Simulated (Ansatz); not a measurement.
Functionals compared on N on the 1x1 (110) surface of bcc Ta, one in a 2x2 cell, started at the site 'bridge Ta-Ta (span 3.3 Å)', in Ansatz (plane waves, PAW). The structure was relaxed with PBE; the other rows are single points on it, each with its references at the same level. Cutoff 420 eV (500 eV for r2SCAN).

Slab: 17 atoms, 6.8 Å thick at the start under the adsorbate (thin: gaps and levels are the slab's own); k 5x5x1, smearing 0.1 eV, dipole-corrected; 8 atoms held, the rest relaxed; start symmetry kept, larger cells not searched; no spin, no spin-orbit, no U, no dispersion correction. At the end it is bonded to 5 Ta. In PBE it is, or lies within 0.03 eV of, the lowest of the starts that converged. These notes are the PBE run's. Adsorption energies are against ½ N2(g). A negative adsorption energy means that the adsorbate is more stable on the surface than in its reference.

| functional | adsorption energy (eV) | work function of the top face (eV) | change of the work function (eV) | rough cost of the single point |
|---|---|---|---|---|
| PBE | -2.52 | 4.39 | -0.38 | – |
| RPBE | -2.20 | 4.25 | -0.41 | about 60 core-seconds (a rough figure) |
| r2SCAN | … | … | … | around 2.1 core-minutes (rough) |

Task: Fill in the missing entries.

Result: 
- r2SCAN, adsorption energy (eV): -3.08
- r2SCAN, work function of the top face (eV): 4.43
- r2SCAN, change of the work function (eV): -0.44

Ansatz is a quantum-chemistry and plane-wave program.
